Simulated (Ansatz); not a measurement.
The starting structures come from a database of crystals and need not be the phases stable at ambient conditions.

Tunnelling through a barrier is set by its complex band structure: the current falls as exp(−2κd) with the smallest κ.

Consider the following.

```
CELL_PARAMETERS angstrom
      5.41136     0.00000     0.00000
      0.00000     7.68510     0.00000
      0.05676     0.00000     5.41106
ATOMIC_POSITIONS crystal
  Ca 0.48560 0.25000 0.48560
  Ca 0.51440 0.75000 0.51440
  Ca 0.98908 0.25000 0.98908
  Ca 0.01092 0.75000 0.01092
  Ti 0.00000 0.50000 0.50000
  Ti 0.00000 0.00000 0.50000
  Ti 0.50000 0.50000 0.00000
  Ti 0.50000 0.00000 0.00000
  O  0.05024 0.25000 0.46008
  O  0.94976 0.75000 0.53992
  O  0.53992 0.75000 0.94976
  O  0.46008 0.25000 0.05024
  O  0.70881 0.04402 0.70881
  O  0.29119 0.95598 0.29119
  O  0.29119 0.54402 0.29119
  O  0.70881 0.45598 0.70881
  O  0.79425 0.00000 0.20575
  O  0.20575 0.00000 0.79425
  O  0.20575 0.50000 0.79425
  O  0.79425 0.50000 0.20575
```

Space group of this cell: Cmcm. The cell is taken as given; by PBEsol its mean pressure is -3.1 GPa.

Transport runs along the normal of the first two printed cell vectors.

The gap is the functional's own. No spin-orbit coupling. Mid-gap values are interpolated on the energy grid.

Problem. Predict the band gap and the smallest decay constant κ at mid-gap from PBEsol (Ansatz, a program for electronic structure).

Solution. Gap 2.13 eV on a 6×4×6 mesh; κ = 0.266 1/Å, at the zone centre.
